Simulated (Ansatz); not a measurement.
Consider TiAl (space group P4/mmm, No. 123; a = 2.796 Å, c = 4.038 Å; relaxed with 0.1 eV smearing). Axes: x, y, z lie along a, b, c of the conventional cell.

Level of theory: PBEsol, PAW, 420 eV (Ansatz, a quantum-chemistry and plane-wave program; spin-orbit coupling left out), earlier PAW set.

One thing is altered: uniaxial stress, 2 GPa compression along z; all other stress components relax to zero.

Estimate the effect on the secant Young's modulus along z, energy relative to the base and mean lateral Poisson ratio.

The secant Young's modulus along z comes out as 100 GPa; the energy increases by 2.0 meV/atom; the mean lateral Poisson ratio comes out as 0.36.

Load acts through the strain it causes; cell and atoms are relaxed under it. Stability under load was not tested beyond the relaxation. All final runs are without spin polarisation.
